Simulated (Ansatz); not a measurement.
# MgSe, response to strain

Take MgSe in the rock salt structure (space group Fm-3m, No. 225; a = 5.391 Å) as the base.

Strains are applied to the cell and any free atomic positions relax.

The values are results of LDA in Ansatz (plane waves to 420 eV, PAW, spin-orbit coupling left out), not measurements.

Candidates:
(a) isotropic strain −2.00 %
(b) isotropic strain +1.00 %
(c) isotropic strain −1.00 %
(d) isotropic strain +2.00 %
(e) isotropic strain +3.00 %

For the base:

```
Property              Result
-------------------  -------
Smallest direct gap  2.60 eV
```

Problem. Order them by smallest direct gap, highest first.

Solution. (a) isotropic strain −2.00 % (3.04 eV), (c) isotropic strain −1.00 % (2.82 eV), (b) isotropic strain +1.00 % (2.40 eV), (d) isotropic strain +2.00 % (2.21 eV), (e) isotropic strain +3.00 % (2.03 eV)

Whether these cells are dynamically stable was not tested.

Ansatz is an electronic-structure program.
